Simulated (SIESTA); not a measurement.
Worked example: self-consistent single point of KTaO3 (Pm-3m, 5 atoms in the cell) in SIESTA.

Computed with GGA PBE+U, numerical atomic orbitals TZP, PseudoDojo PBE standard norm-conserving potentials (rewritten from UPF to PSML) (SIESTA 5.4.2).

```
CELL_PARAMETERS angstrom
      4.07677     0.00000     0.00000
      0.00000     4.07677     0.00000
      0.00000     0.00000     4.07677
ATOMIC_POSITIONS crystal
  K  0.50000 0.50000 0.50000
  Ta 0.00000 0.00000 0.00000
  O  0.00000 0.50000 0.00000
  O  0.50000 0.00000 0.00000
  O  0.00000 0.00000 0.50000
```

Reference input (self-consistent single point, DFT, GGA PBE, numerical atomic orbitals TZP, PseudoDojo PBE standard norm-conserving potentials (rewritten from UPF to PSML)): XC.functional = GGA; XC.authors = PBE; potentials = PseudoDojo PBE standard; PAO.BasisSize = TZP; PAO.EnergyShift = 0.005 Ry; MeshCutoff = 350 Ry; kgrid.MonkhorstPack = 6 6 6; OccupationFunction = FD; ElectronicTemperature = 10 K; MaxSCFIterations = 150; SCF.Mixer.Method = Broyden; SCF.Mixer.Weight = 0.2. This run's input differs from it in these lines:

```diff
@@ -38,2 +38,11 @@
 ElectronicTemperature        10 K
+DFTU.ProjectorGenerationMethod 2
+DFTU.CutoffNorm              0.9
+DFTU.FirstIteration          true
+%block DFTU.proj
+  Ta 1
+  n=5 2
+  4.00 0.00
+  0.00 0.00
+%endblock DFTU.proj
```

Log, with long lists cut:

```
        iscf     Eharris(eV)        E_KS(eV)     FreeEng(eV)     dDmax    Ef(eV) dHmax(eV)
   scf:    1    -3890.433617    -3925.151663    -3925.151663  1.608190 -2.977411 15.770714
   scf:    2    -3944.517611    -3936.357098    -3936.357098  0.459780 -5.555447  9.073422
   scf:    3    -3940.087005    -3939.835225    -3939.835225  0.567516 -5.720770  1.294475
   scf:    4    -3939.279700    -3939.659516    -3939.659516  0.099755 -5.688910  2.375642
   scf:    5    -3939.646295    -3939.927466    -3939.927466  0.300051 -6.967804  1.380623
   scf:    6    -3940.010207    -3939.956467    -3939.956467  0.042143 -6.746033  0.598309
   [... lines left out ...]
hubbard_term: recalculating local occupations   24
hubbard_term: maximum change in local occup.    0.000404
   scf:   36    -3939.683801    -3939.683801    -3939.683801  0.000017 -6.234715  0.000419
hubbard_term: recalculating local occupations   25
hubbard_term: maximum change in local occup.    0.000405
   scf:   37    -3939.683800    -3939.683800    -3939.683800  0.000011 -6.234670  0.000333
hubbard_term: recalculating local occupations   26
hubbard_term: maximum change in local occup.    0.000406
   scf:   38    -3939.683798    -3939.683798    -3939.683798  0.000007 -6.234622  0.000261
SCF Convergence by DM+H criterion
max |DM_out - DM_in|         :     0.0000074032
max |H_out - H_in|      (eV) :     0.0002606319
DFT+U population converged by dTol_pop criteria:
max |pop(DFT+U)_i - pop(DFT+U)_j|:     0.0004060038
SCF cycle converged after 38 iterations

Using DM_out to compute the final energy and forces
hubbard_term: recalculating local occupations   27
hubbard_term: maximum change in local occup.    0.000406
hubbard_term: recalculating Hamiltonian and forces

siesta: E_KS(eV) =            -3939.6838

siesta: E_KS - E_eggbox =     -3939.6838

siesta: Atomic forces (eV/Ang):
     1    0.000000    0.000000    0.000000
     2    0.000000    0.000000    0.000000
     3   -0.000000   -0.000000   -0.000000
     4   -0.000000   -0.000000   -0.000000
     5   -0.000000   -0.000000   -0.000000
   [... lines left out ...]
siesta: FreeEng =     -3939.683755
   [... lines left out ...]
siesta:     0.031197   -0.000000   -0.000000
siesta:    -0.000000    0.031197   -0.000000
siesta:    -0.000000   -0.000000    0.031197

siesta: Cell volume =         67.756385 Ang**3

siesta: Pressure (static):
siesta:                Solid            Molecule  Units
siesta:          -0.00033977         -0.00033977  Ry/Bohr**3
siesta:          -0.03119668         -0.03119667  eV/Ang**3
siesta:         -49.98258427        -49.98258244  kBar
```

The run converged in 38 iterations. Against the reference run the pressure goes from -5.93 to -5.00 GPa and the gap on the mesh goes from 1.838 to 2.349 eV.

The starting cell comes from a database of computed structures (which also holds hypothetical and non-ambient phases and stackings), without a prior relaxation at this level. Its lattice was rescaled by a random factor within 2.5 % of one. Spin-orbit coupling is off. Spin polarisation is off. The U value is a test value, and with U on an open shell several self-consistent states can exist. Values carry the incompleteness of an atom-centred basis. The basis of the alkali or alkaline-earth atoms may lack their empty d shell, which can raise the gap. With a pressure of about -5 GPa the cell is away from its equilibrium volume at this level.

Cost on one core of a shared machine: roughly 4 min.
